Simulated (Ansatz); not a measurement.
Base system: NbAgO$_{3}$ in the cubic perovskite structure (space group Pm-3m, No. 221; a cell from a computed database, its experimental status unchecked).

```xyz
5
Lattice="3.9502 0.0000 0.0000 0.0000 3.9502 0.0000 0.0000 0.0000 3.9502" Properties=species:S:1:pos:R:3 pbc="T T T"
Nb     0.0000     0.0000     0.0000
Ag     1.9751     1.9751     1.9751
O      1.9751     0.0000     0.0000
O      0.0000     1.9751     0.0000
O      0.0000     0.0000     1.9751
```

All numbers come from Kohn–Sham DFT with the PBEsol functional, run in Ansatz (a first-principles code) with PAW and 420 eV plane waves, without spin-orbit coupling, earlier PAW set.

Before the change:

| Property | Result |
|---|---|
| Lattice parameter a | 3.950 Å |
| Band gap | 1.40 eV |

The change: a hydrostatic pressure of 10 GPa.

Task: Predict the new lattice parameter a.

Result: The lattice parameter a falls by 0.057 Å to 3.893 Å.

Task: Estimate the effect on the band gap.

Result: The band gap increases by 0.05 eV, from 1.40 eV to 1.45 eV.

Load acts through the strain it causes; cell and atoms are relaxed under it. Whether these cells are dynamically stable was not tested. No other phases were tried under pressure. Many cubic perovskites are stable only at high temperature; tilts and polar distortions were not tested.
